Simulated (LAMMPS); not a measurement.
LAMMPS 22 Jul 2025, classical MD, AIREBO (CH.airebo): C, 512 atoms.

task: MD, nve
potential: AIREBO, CH.airebo
copies of the repeat unit: 4×4×4
shape (slab and sphere leave vacuum in the box): bulk
steps: 400
timestep: 0.5 fs
thermo: 50
newton: on (default)
atom_modify sort (bins of 2 Å where set): 1000 (default)
comm_style: brick (default)
box: 14.3 × 14.3 × 14.3 Å
start: generated diamond lattice, warmed in an untimed run

All runs start from one configuration, warmed at this fixed volume for 300 steps under a thermostat at 1200 K. The run at a skin of 2 Å has a mean temperature of 1190 K and a mean pressure of 7.1 GPa.

Each setting ran once; only counts and results are compared.

With neigh_modify every 1 delay 0 check yes, skins of 0.1, 0.3, 0.5, 1, 1.5, 2, 3 Å were run. Further schedules:
- skin 2 Å, every 10 delay 0 check yes
- skin 1 Å, every 10 delay 0 check yes
- skin 2 Å, every 1 delay 10 check yes
- skin 0.3 Å, every 100 delay 0 check no
- skin 1 Å, every 100 delay 0 check no
- skin 0.3 Å, every 20 delay 0 check no
- skin 0.3 Å, every 10 delay 0 check yes

A schedule rebuilds too seldom if it shows a dangerous build, rebuilds less often than the check at every step does at that skin, or fails.

Task: Which schedules can miss pairs here, and how do rebuilds depend on the skin?

Result: With the check at every step the rebuilds are 127 at 0.1 Å, 43 at 0.3 Å, 25 at 0.5 Å, 0 at 1 Å, 0 at 1.5 Å, 0 at 2 Å, 0 at 3 Å. Too seldom: skin 0.3 Å, every 100 delay 0 check no; skin 0.3 Å, every 20 delay 0 check no; skin 0.3 Å, every 10 delay 0 check yes.

```tsv
setting	rebuilds	dangerous builds	list entries an atom	change of the total energy (meV/atom)
skin 0.1 Å, every 1 delay 0 check yes	127	—	798	−0.0052
skin 0.3 Å, every 1 delay 0 check yes	43	—	859	−0.0052
skin 0.5 Å, every 1 delay 0 check yes	25	—	901	−0.0052
skin 1 Å, every 1 delay 0 check yes	0	—	1060	−0.0052
skin 1.5 Å, every 1 delay 0 check yes	0	—	1190	−0.0052
skin 2 Å, every 1 delay 0 check yes	0	—	1350	−0.0052
skin 3 Å, every 1 delay 0 check yes	0	—	1720	−0.0052
skin 2 Å, every 10 delay 0 check yes	0	0	1350	−0.0052
skin 1 Å, every 10 delay 0 check yes	0	0	1060	−0.0052
skin 2 Å, every 1 delay 10 check yes	0	0	1350	−0.0052
skin 0.3 Å, every 100 delay 0 check no	4	not counted	859	−0.0052
skin 1 Å, every 100 delay 0 check no	4	not counted	1060	−0.0052
skin 0.3 Å, every 20 delay 0 check no	20	not counted	859	−0.0052
skin 0.3 Å, every 10 delay 0 check yes	40	40	859	−0.0052
```

Where the energy changes as in the checked runs, the late rebuilds cost nothing that shows in this run. List entries are as LAMMPS prints them (Ave neighs/atom).
